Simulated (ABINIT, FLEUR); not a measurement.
An ABINIT input for a self-consistent single point of Ti (P6_3/mmc, 4 atoms in the cell) (DFT, PBE, plane waves, PAW (JTH v2.0 PBE PAW)):

```
# Ti, JTH v2.0 PBE PAW
pp_dirpath "./"
pseudos "Ti.GGA_PBE-JTH.xml"
acell 3*1.0
rprim
         5.5217542559   -0.0000002265    0.0000000000
        -2.7608769318    4.7819795723    0.0000000000
         0.0000000000    0.0000000000   17.7662790579
natom 4
ntypat 1
znucl 22
typat 1 1 1 1
xred
         0.0000000000    0.0000000000    0.0000000000
         0.0000000000    0.0000000000    0.5000000000
         0.3333333333    0.6666666667    0.2500000000
         0.6666666667    0.3333333333    0.7500000000
ecut 30 Ha
pawecutdg 60 Ha
occopt 7
tsmear 0.2 eV
nband 31
kptopt 1
ngkpt 9 9 3
nshiftk 1
shiftk 0 0 0
nstep 80
tolvrs 1.0e-12
prtwf 0
prtden 0
```

Q: Translate this input to FLEUR.

A: This is the input that was run; spellings and numerical settings could be chosen otherwise.

Input of the input generator:

```
Ti FLAPW
&input film=f /
2.9219865164 -0.0000001198 0.0000000000
-1.4609931544 2.5305146127 0.0000000000
0.0000000000 0.0000000000 9.4015100000
1.8897261246
1.0 1.0 1.0

4
22 0.0000000000 0.0000000000 -0.0000000000
22 0.0000000000 0.0000000000 0.5000000000
22 0.3333333333 0.6666666667 0.2500000000
22 0.6666666667 0.3333333333 0.7500000000

&comp jspins=1 /
&kpt div1=9 div2=9 div3=3 /
&end /
```

```xml
<?xml version="1.0" encoding="UTF-8" standalone="no"?>
<fleurInput fleurInputVersion="0.39">
   <comment>
      Ti FLAPW                                                                                            
   </comment>
   <calculationSetup>
      <cutoffs Kmax="3.9" Gmax="15.6" GmaxXC="15.6" numbands="0"/>
      <scfLoop itmax="100" minDistance="0.00001" maxIterBroyd="40" imix="Anderson" alpha="0.05" precondParam="0.0" spinf="2.0"/>
      <coreElectrons ctail="T" frcor="F" kcrel="0" coretail_lmax="0"/>
      <xcFunctional name="pbe" relativisticCorrections="F"/>
      <magnetism jspins="1"/>
      <soc l_soc="F" theta="0.0" phi="0.0" spav="F"/>
      <expertModes spex="0" secvar="F"/>
      <geometryOptimization l_f="T" forcealpha="1.0" forcemix="BFGS" epsdisp="0.00001" epsforce="0.00001"/>
      <ldaU l_linMix="F" mixParam="0.05" spinf="1.0"/>
   </calculationSetup>
   <cell>
      <bzIntegration valenceElectrons="48.0" mode="gauss" fermiSmearingEnergy="0.00734986">
         <kPointListSelection listName="default-1"/>
         <!-- k-points included here -->
         <xi:include xmlns:xi="http://www.w3.org/2001/XInclude" href="kpts.xml"> </xi:include>
      </bzIntegration>
      <!-- symmetry operations included here -->
      <xi:include xmlns:xi="http://www.w3.org/2001/XInclude" href="sym.xml"> </xi:include>
      <bulkLattice scale="1.0">
         <bravaisMatrix>
            <row-1>    5.5217542557700261    -0.0000002263891897     0.0000000000000000</row-1>
            <row-2>   -2.7608769317314414     4.7819795723012408     0.0000000000000000</row-2>
            <row-3>    0.0000000000000000     0.0000000000000000    17.7662790576881449</row-3>
         </bravaisMatrix>
      </bulkLattice>
   </cell>
   <atomSpecies>
      <species name="Titanium (Ti)" element="Ti" atomicNumber="22">
         <mtSphere radius="2.50" gridPoints="883" logIncrement="0.014"/>
         <atomicCutoffs lmax="10" lnonsphr="8"/>
         <electronConfig flipSpins="F">
            <coreConfig>(1s1/2) (2s1/2) (2p1/2) (2p3/2)</coreConfig>
            <valenceConfig>(3s1/2) (3p1/2) (3p3/2) (4s1/2) (3d3/2) (3d5/2)</valenceConfig>
            <stateOccupation state="(3d3/2)" spinUp="0.4" spinDown="0.4"/>
            <stateOccupation state="(3d5/2)" spinUp="0.6" spinDown="0.6"/>
         </electronConfig>
         <energyParameters s="4" p="4" d="3" f="4"/>
         <lo type="SCLO" l="0" n="3" eDeriv="0"/>
         <lo type="SCLO" l="1" n="3" eDeriv="0"/>
      </species>
   </atomSpecies>
   <atomGroups>
      <atomGroup species="Titanium (Ti)">
         <relPos label="                   1">.0000000000 .0000000000 .0000000000</relPos>
         <relPos label="                   2">.0000000000 .0000000000 1.000/2.000</relPos>
         <force calculate="T" relaxXYZ="TTT"/>
      </atomGroup>
      <atomGroup species="Titanium (Ti)">
         <relPos label="                   3">1.000/3.000 -1.000/3.000 1.000/4.000</relPos>
         <relPos label="                   4">-1.000/3.000 1.000/3.000 -1.000/4.000</relPos>
         <force calculate="T" relaxXYZ="TTT"/>
      </atomGroup>
   </atomGroups>
   <output dos="F" band="F" slice="F">
      <checks vchk="F" cdinf="F"/>
      <bandDOS minEnergy="-.5*Htr" maxEnergy="0.5*Htr" sigma="0.015" storeEVData="T"/>
      <vacuumDOS vacdos="F" integ="F" star="F" nstars="0" locx1="0.0" locy1="0.0" locx2="0.0" locy2="0.0" nstm="0" tworkf="0.0"/>
      <unfoldingBand unfoldBand="F" supercellX="1" supercellY="1" supercellZ="1"/>
      <plotting iplot="0" polar="F">
         <plot TwoD="T" vec1="  1.0  0.0  0.0" vec2="  0.0  1.0  0.0" vec3="  0.0  0.0  1.0" zero="  0.0  0.0  0.0" file="plot"/>
      </plotting>
      <chargeDensitySlicing numkpt="0" minEigenval="0.0" maxEigenval="0.0" nnne="0" pallst="F"/>
      <specialOutput eonly="F"/>
      <magneticCircularDichroism mcd="F" energyLo="-10.0" energyUp="0.0"/>
   </output>
  <!-- We include the file relax.xml here to enable relaxations (see documentation) -->
  <xi:include xmlns:xi="http://www.w3.org/2001/XInclude" href="relax.xml"> <xi:fallback/> </xi:include>
</fleurInput>
```

Basis settings and potentials, where a program has them, do not carry over. This input uses DFT, PBE, all-electron FLAPW (FLEUR), scalar-relativistic valence.

The starting cell was generated: these elements placed on a structure prototype, without a prior relaxation; it need not be a known phase or ordering of this composition. Its lattice was rescaled by a random factor within 2.5 % of one.
